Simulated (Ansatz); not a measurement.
The starting structures come from a database of crystals and need not be the phases stable at ambient conditions.

By PBEsol, the system below comes out a metal.

Here is the system:

```
CELL_PARAMETERS angstrom
      2.81164     0.00000     0.00000
      0.00000     2.81164     0.00000
      0.00000     0.00000     2.72729
ATOMIC_POSITIONS crystal
  Be 0.00000 0.00000 0.00000
  Pd 0.50000 0.50000 0.50000
```

Space group of this cell: P4/mmm. The cell is strained (lengths along the current scaled by 0.97, ions clamped); by PBEsol its mean pressure is 3.3 GPa.

The current flows along the normal of the first two printed cell vectors, the (001) (indices of the unstrained crystal) plane of the conventional cell. No spin-orbit coupling; the value is a mean over 0.1 eV about the Fermi level.

Give the ballistic conductance per area that PBEsol (Ansatz, a quantum-chemistry and plane-wave program) yields.

0.71 × 10¹⁵ S/m² for both spins.
